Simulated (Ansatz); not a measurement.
**Point defect H interstitial started at a bond centre in rock-salt NaCl**

The numbers are results of PBE, PAW (plane waves to 420 eV; Ansatz, a first-principles code), not measurements. Cell: 64 sites, 2×2×2 repeats of a cell of 8 atoms; final energies on a 2×2×2 shifted mesh. Site at the start: bond centre of Na and Cl, 2.85 Å. Charged cells carry a point-charge image correction with potential alignment at far atoms. Dielectric constants: PBE linear response of the host. Host gap at this level: 4.99 eV. A cell of this size leaves errors of a few tenths of an eV. PBE underestimates the host's gap, which shifts levels and can delocalise carriers. Spin–orbit coupling is left out. Each state is the lowest found from its start.

Formation energies E_f are given with the Fermi level at the valence-band maximum. Chemical conditions: Cl-rich (Δμ(H) = -0.91 eV, bounded by HCl molecule; only phases computed here count, gases as isolated molecules at 0 K); Na-rich (Δμ(H) = -0.39 eV, bounded by NaH (Fm-3m); only phases computed here count, gases as isolated molecules at 0 K). Reference phases: H: H2 molecule in a box.

The name describes the start; the neighbours show where the atoms ended.

Charges with a result: +1, 0, −1. Others weren't obtained, and one of them could lie lower, also by skipping a charge.

| charge | moment (μB) | point group | largest move off a lattice site (Å) | neighbours of the last H atom of the defect at the end (Å) | image correction with alignment (eV) | E_f, Cl-rich (eV) | E_f, Na-rich (eV) |
|---|---|---|---|---|---|---|---|
| +1 | not spin-polarised | D2h | 0.44 | Cl 1.57, Cl 1.57, Na 2.44, Na 2.44 | 0.28 | 0.03 | -0.49 |
| 0 | 1.0 | Td | 0.10 | Na 2.46, Na 2.47, Na 2.47, Na 2.48, Cl 2.57, Cl 2.57, Cl 2.57, Cl 2.57 (the shell may go on) | 0.00 | 3.43 | 2.91 |
| −1 | not spin-polarised | Td | 0.44 | Na 2.16, Na 2.16, Na 2.16, Na 2.16 | 0.23 | 6.51 | 5.99 |

Point groups are those of the whole cell at tolerances of 0.03 and 0.1 Å ("near" where only the looser one holds); none is given for unsettled states.

Transition levels above the valence-band maximum: ε(+1/0) = 3.39 eV; ε(0/−1) = 3.08 eV. On the lower envelope of the bound states, inside the gap: (+1/−1) at 3.24 eV; the others aren't thermodynamic.
